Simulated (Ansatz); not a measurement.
# Response to strain in Mo

The parent structure is Mo in the bcc (W type) structure (space group Im-3m, No. 229; a = 3.130 Å; relaxed with 0.1 eV smearing). Axes: x, y, z lie along the cube axes.

Strains are applied to the cell and any free atomic positions relax; under biaxial strain the out-of-plane vector relaxes too.

Computed with Ansatz (a program for electronic structure), PBEsol, PAW, cutoff 420 eV, no spin-orbit coupling.

Notes on the quantities. energy relative to the base: free energy F.

```csv
"biaxial strain, plane normal [001], relaxed out of plane (%)",energy relative to the base (meV/atom)
-3,49.1
-2.5,33.9
-2,21.5
-1.5,?
-1,5.3
-0.5,1.3
0,0.0
```

Q: Fit ΔE = Aε² + Bε³ (ε in %) to the rows shown and predict the withheld row.

A: Least squares on the printed values gives A = 5.23 and B = -0.077 meV/atom (largest residual 0.0 meV/atom); this predicts 12.0 meV/atom, and the run gives 12.0 meV/atom, in agreement.

Stability against distortions was not tested. All final runs are without spin polarisation.
